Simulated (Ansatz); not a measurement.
The parent structure is La2O3 (space group P-3m1, No. 164; a = 3.9061 Å, c = 6.0400 Å).

Method: PBEsol, PAW, 420 eV (Ansatz, a program for electronic structure; no spin-orbit coupling).

Base values:

```
Quantity               Value
-------------------  -------
Lattice parameter a  3.906 Å
Band gap             3.77 eV
c/a ratio              1.546
```

Modification: a hydrostatic pressure of 7 GPa.

Question: How does this affect the lattice parameter a, band gap and c/a ratio?

Answer: The lattice parameter a falls by 0.033 Å (3.906 Å → 3.873 Å); the band gap decreases by 0.02 eV to 3.75 eV; the c/a ratio decreases by 0.044 (1.546 → 1.502).

Load acts through the strain it causes; cell and atoms are relaxed under it. Whether these cells are dynamically stable was not tested. No other phases were tried under pressure.
